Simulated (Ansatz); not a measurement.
Relaxation of the outer planes of the (10-10) surface of wurtzite GaN in its 1x1 cell (cut with top plane Ga + N, bottom plane Ga + N), outermost plane spacing 0.93 Å in the ideal cut.

All values below come from PBE (plane waves to 420 eV, PAW; Ansatz, an electronic-structure program).

Slab: 20 atoms, Ga10N10, 12.1 Å thick at the start; k 8x5x1, smearing 0.025 eV, dipole-corrected; all atoms relaxed; symmetry of the start imposed; no spin, no spin-orbit, no U.

| plane | atoms | bulk spacing to the next (Å) | relaxed spacing (Å) | change (%) | rumpling (Å) |
|---|---|---|---|---|---|
| 1 | Ga + N | 0.929 | 0.718 | -22.7 | 0.26 (N outermost) |
| 2 | Ga + N | 1.858 | 1.943 | 4.6 | 0.08 (Ga outermost) |
